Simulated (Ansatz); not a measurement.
Pressure series in Mo3Ir

The reference is Mo3Ir in the A15 (Cr3Si type) structure (space group Pm-3n, No. 223; a cell from a computed database, its experimental status unchecked).

```xyz
8
Lattice="4.9401 0.0000 0.0000 0.0000 4.9401 0.0000 0.0000 0.0000 4.9401" Properties=species:S:1:pos:R:3 pbc="T T T"
Mo     2.4700     1.2350     0.0000
Mo     2.4700     3.7050     0.0000
Mo     1.2350     0.0000     2.4700
Mo     3.7050     0.0000     2.4700
Mo     0.0000     2.4700     1.2350
Mo     0.0000     2.4700     3.7050
Ir     2.4700     2.4700     2.4700
Ir     0.0000     0.0000     0.0000
```

Cell and atoms are relaxed at each pressure.

All numbers come from Kohn–Sham DFT with the PBEsol functional, run in Ansatz (a program for electronic structure) with PAW and 420 eV plane waves, scalar-relativistic without spin-orbit coupling.

Notes on the quantities. enthalpy: H = E + PV relative to the base's energy.

```csv
change,enthalpy,shortest interatomic distance
base,–,2.470 Å
pressure 0.3 GPa,+0.03 eV/atom,2.469 Å
pressure 0.7 GPa,+0.07 eV/atom,2.468 Å
pressure 1.5 GPa,+0.14 eV/atom,2.466 Å
pressure 3 GPa,+0.28 eV/atom,2.462 Å
pressure 5 GPa,+0.47 eV/atom,2.457 Å
pressure 7.5 GPa,+0.70 eV/atom,2.451 Å
pressure 10 GPa,+0.93 eV/atom,…
```

**Question.** Some entries are withheld; estimate them.

**Answer.** 
- pressure 10 GPa, shortest interatomic distance: 2.445 Å

Load acts through the strain it causes; cell and atoms are relaxed under it. No phonon test of stability was made. Competing high-pressure phases were not computed. The final runs are not spin-polarised.
